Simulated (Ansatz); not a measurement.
**Defect calculation: Ge on the Si site + O vacancy in metastable alpha cristobalite**

All values below come from PBE, PAW (plane waves to 420 eV; Ansatz, an electronic-structure program). The supercell holds 96 host sites (2×2×2 repeats of a cell of 12 atoms), with a 2×2×2 shifted k-point sampling for the final energies. Sites at the start: the Si site; O 1.62 Å away. Finite-size correction: monopole term and site-potential alignment. Dielectric constants: PBE linear response of the host. Host gap at this level: 5.51 eV. Finite-size and sampling errors can reach tenths of an eV here. PBE underestimates the host's gap, which shifts levels and can delocalise carriers. Spin–orbit coupling is left out. Each state is the lowest found from its start.

The name describes the start; the neighbours show where the atoms ended.

Charges with a result: +1, 0. Others weren't obtained, and one of them could lie lower, also by skipping a charge.

```csv
charge,moment (μB),largest move off a lattice site (Å),neighbours of the last Ge atom of the defect at the end (Å),image correction with alignment (eV)
+1†,1.0,0.92,"O 1.76, O 1.76, O 1.76, Si 2.88, Si 3.17, Si 3.18, Si 3.22",0.37
0,not spin-polarised,0.95,"O 1.78, O 1.79, O 1.79, Si 2.47",0.00
```

† Not settled in this cell, so no level is given: charge +1: level within 0.1 eV of a band edge or past it.

Flagged in the runs: a host whose relaxation on this sampling wasn't shown to rest, a strain field that reaches the edge of the cell.

All states together cost around 3.0 core-hours (rough).
